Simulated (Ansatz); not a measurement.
Start from KTaO₃ in the cubic perovskite structure (space group Pm-3m, No. 221; a = 3.989 Å).

Method: r2SCAN (Ansatz, a first-principles code, PAW, no spin-orbit coupling), earlier PAW set.

For the base:

```
Item                                    Value
----------------------------  ---------------
Gap between the host's bands          2.64 eV
Gap character                 indirect, R → Γ
```

It is then changed as follows: 0.317 electrons added to each cell, a density of 5.0×10^21 cm⁻³, with a uniform compensating background at fixed cell and a 300 K Fermi–Dirac width.

Predict the new gap between the host's bands.

The gap between the host's bands increases by 0.28 eV to 2.92 eV.

What happens to the Fermi level from band edge?

The Fermi level relative to the doped band's edge (positive inside the band; to 0.05 eV) amounts to +0.50 eV.

Predict the new gap character.

The gap character stays indirect, R → Γ.

Charged cell with a jellium background: band edges are those of the host's band count, energies are not comparable with the neutral cell, and many-body gap narrowing is missing. Spin-orbit coupling, missing from the scalar runs, can matter with Ta. Whether these cells are dynamically stable was not tested.
